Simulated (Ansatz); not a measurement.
The reference is BN in the zinc blende structure (space group F-43m, No. 216).

```
CELL_PARAMETERS angstrom
      0.00000     1.79027     1.79027
      1.79027     0.00000     1.79027
      1.79027     1.79027     0.00000
ATOMIC_POSITIONS crystal
  B  0.00000 0.00000 0.00000
  N  0.25000 0.25000 0.25000
```

Cartesian axes are those of the cell as printed.

Level of theory: LDA (Ansatz, a first-principles code, PAW, spin-orbit coupling left out).

Before the change:

* **Valley order**: X along ⟨100⟩ 4.39 eV
* **Valence-band top at Γ**: 0.00, 0.00, 0.00 eV
* **Smallest direct gap**: 8.83 eV

Modification: tensor shear ε_xy = +0.29 % (engineering shear γ = 0.0058), atoms relaxed at fixed cell.

How does this affect the valley order, valence-band top at Γ, smallest direct gap and stress?

The valley order (the lowest conduction-band minima on the path, energy above the VBM, named in the base's zone) changes from X along ⟨100⟩ 4.39 eV to X along [001] 4.37 eV; X along [010] 4.37 eV; the valence-band top at Γ (three highest levels, from the VBM) becomes 0.00, -0.02, -0.04 eV (base: 0.00, 0.00, 0.00 eV); the smallest direct gap falls by 0.09 eV (8.83 eV → 8.74 eV); the stress (xx, yy, zz, yz, xz, xy; compression positive) comes out as (0.01, 0.01, 0.00, 0.00, 0.00, -2.75) GPa.

The cells carry an imposed strain or load. Gaps are Kohn–Sham eigenvalue differences; semilocal functionals usually give less than the measured gap. Whether these cells are dynamically stable was not tested.
